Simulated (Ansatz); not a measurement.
End structure of a O vacancy (surface) in a 2x2 cell of the 1x1 (10-10) surface of wurtzite ZnO (cut with top plane O + Zn):

Host crystal: wurtzite ZnO, with a band gap (PBE, scalar-relativistic without spin-orbit coupling).

```
CELL_PARAMETERS angstrom
      6.55898     0.00000     0.00000
      0.00000    10.58758     0.00000
      0.00000     0.00000    28.50000
ATOMIC_POSITIONS crystal
  O  0.25000 0.18872 0.33452
  O  0.25000 0.68872 0.33452
  O  0.75000 0.18872 0.33452
  O  0.75000 0.68872 0.33452
  Zn 0.25000 0.51563 0.34633
  Zn 0.25000 0.01563 0.34633
  Zn 0.75000 0.51563 0.34633
  Zn 0.75000 0.01563 0.34633
  O  0.99995 0.43607 0.36750
  O  0.99997 0.93610 0.36778
  O  0.50005 0.43607 0.36750
  O  0.50003 0.93610 0.36778
  Zn 0.00000 0.24739 0.36289
  Zn 0.00000 0.74739 0.36289
  Zn 0.50000 0.24739 0.36289
  Zn 0.50000 0.74739 0.36289
  O  0.99953 0.18561 0.43281
  O  0.99967 0.68589 0.43300
  O  0.50047 0.18561 0.43281
  O  0.50033 0.68589 0.43300
  Zn 0.99945 0.49803 0.43610
  Zn 0.99967 0.99777 0.43655
  Zn 0.50055 0.49803 0.43610
  Zn 0.50033 0.99777 0.43655
  O  0.25000 0.43474 0.46690
  O  0.25000 0.93498 0.46771
  O  0.75000 0.43487 0.46746
  O  0.75000 0.93500 0.46806
  Zn 0.25000 0.24473 0.46483
  Zn 0.25000 0.74539 0.46513
  Zn 0.75000 0.24479 0.46528
  Zn 0.75000 0.74529 0.46547
  O  0.25000 0.18420 0.53205
  O  0.25000 0.68553 0.53263
  O  0.75000 0.18408 0.53269
  O  0.75000 0.68572 0.53313
  Zn 0.25000 0.49583 0.53376
  Zn 0.25000 0.99431 0.53521
  Zn 0.75000 0.49583 0.53466
  Zn 0.75000 0.99387 0.53571
  O  0.00094 0.43537 0.56615
  O  0.00093 0.93599 0.56812
  O  0.49906 0.43537 0.56615
  O  0.49907 0.93599 0.56812
  Zn 0.00080 0.24637 0.56351
  Zn 0.00078 0.74825 0.56428
  Zn 0.49920 0.24637 0.56351
  Zn 0.49922 0.74825 0.56428
  O  0.00754 0.19288 0.63313
  O  0.00352 0.68057 0.63315
  O  0.49246 0.19288 0.63313
  O  0.49648 0.68057 0.63315
  Zn 0.01562 0.49157 0.63605
  Zn 0.00255 0.00357 0.63841
  Zn 0.48438 0.49157 0.63605
  Zn 0.49745 0.00357 0.63841
  O  0.25000 0.93844 0.66626
  O  0.75000 0.44343 0.66291
  O  0.75000 0.93647 0.66372
  Zn 0.25000 0.30076 0.64929
  Zn 0.25000 0.76710 0.65326
  Zn 0.75000 0.26824 0.65218
  Zn 0.75000 0.76246 0.65264
```

Slab: 63 atoms, 9.4 Å thick at the start (thin: gaps and levels are the slab's own); k 3x2x1, smearing 0.01 eV, dipole-corrected; single point; on the structure that PBE left under its start's symmetry; spin-polarised from one start with parallel moments (other orders not tried), no spin-orbit, no U. The starting moment vanished. The program's check for a lower electronic state was not made.

Q: Predict the formation energy against ½ O2(g) at the same level from HSE06, at the PBE geometry and the start's symmetry (Ansatz, an electronic-structure program).

A: 3.29 eV

Q: What change of the step from the bottom to the top vacuum level, against the clean slab does HSE06, at the PBE geometry and the start's symmetry give?

A: -0.24 eV
